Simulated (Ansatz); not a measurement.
## PbS in the rock salt structure (space group Fm-3m, No. 225)

```xyz
2
Lattice="0.0000 2.9514 2.9514 2.9514 0.0000 2.9514 2.9514 2.9514 0.0000" Properties=species:S:1:pos:R:3 pbc="T T T"
S      0.0000     0.0000     0.0000
Pb     2.9514     2.9514     2.9514
```

Computed with PBEsol in Ansatz (plane waves to 420 eV, PAW, no spin-orbit coupling), earlier PAW set. Settings: 10×10×10 k-points, 0.05 eV Fermi–Dirac smearing.

```yaml
volume_per_atom: 25.71 Å³
density: 7.73 g/cm³
band_gap: 0.20 eV, direct at L
electron_mass: 0.074 mₑ along k, 0.15 mₑ across
hole_mass: 0.079 mₑ along k, 0.11 mₑ across
Lowest conduction-band minima above the VBM: L along ⟨111⟩ 0.20 eV; a point along ⟨110⟩, about 0.7 Å⁻¹ from Γ 1.15 eV
total_energy: -6321.574 eV/atom (σ→0; compares only within this code and set-up)
```

Spin-orbit coupling, missing from the scalar runs, can matter with Pb. Effective masses come from finite differences of ±0.01 Å⁻¹. Along k means along the line from Γ to the band edge. Stability against distortions was not tested. A zero or small gap of PbS can be the functional's error rather than a property of the material.

Ansatz is a program for electronic structure.
